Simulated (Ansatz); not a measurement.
**CsPbCl3, pressure series**

Start from CsPbCl$_{3}$ in the cubic perovskite structure (space group Pm-3m, No. 221; a = 5.619 Å).

Cell and atoms are relaxed at each pressure.

All numbers come from Kohn–Sham DFT with the PBEsol functional, run in Ansatz (an electronic-structure program) with PAW and 420 eV plane waves, without spin-orbit coupling.

Base values:

- Band gap: 1.83 eV

**Question.** The aim is a band gap between 1.50 eV and 1.57 eV. Which of these changes reaches it?
(A) pressure 1.8 GPa
(B) pressure 45 GPa
(C) pressure 4.2 GPa

**Answer.** A, pressure 1.8 GPa. It gives 1.53 eV; pressure 45 GPa gives zero; pressure 4.2 GPa gives 1.17 eV. Changes not listed may reach it too

The mesh was chosen for an insulator and is coarse for the gapless case. With Pb present, leaving out spin-orbit coupling can change the band edges. Load acts through the strain it causes; cell and atoms are relaxed under it. No phonon test of stability was made. No other phases were tried under pressure. All final runs are without spin polarisation. Many cubic perovskites are stable only at high temperature; tilts and polar distortions were not tested. This is not the structure that CsPbCl3 has at room temperature and ambient pressure. A zero or small gap of CsPbCl3 under pressure 45 GPa can be the functional's error rather than a property of the material.
